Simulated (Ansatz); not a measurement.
The structure below was relaxed with r2SCAN, PAW, 500 eV (Ansatz, a first-principles code; spin-orbit coupling left out).

```yaml
crystal:
  lattice:
    - [0.00000, 4.06065, 4.06065]
    - [4.06065, 0.00000, 4.06065]
    - [4.06065, 4.06065, 0.00000]
  atoms:
    - { symbol: Na, position: [0.75000, 0.75000, 0.75000] }
    - { symbol: Li, position: [0.50000, 0.50000, 0.50000] }
    - { symbol: Na, position: [0.25000, 0.25000, 0.25000] }
    - { symbol: Na, position: [0.00000, 0.00000, 0.00000] }
```

Problem. Find the space group and the Wyckoff positions.

Solution. Space group Fm-3m (No. 225); a = 8.121 Å, b = 8.121 Å, c = 8.121 Å, α = 90.00°, β = 90.00°, γ = 90.00°

```
atom  site  symmetry       x       y       z
----  ----  --------  ------  ------  ------
Na      8c      -43m  0.2500  0.2500  0.2500
Li      4b      m-3m  0.5000  0.5000  0.5000
Na      4a      m-3m  0.0000  0.0000  0.0000
```

These are small ordered cells, not random alloys; other orderings at the same x differ. Whether these cells are dynamically stable was not tested. The cell was made from Na by this change: x(Li) = 0.25, 4 atoms, Fm-3m.
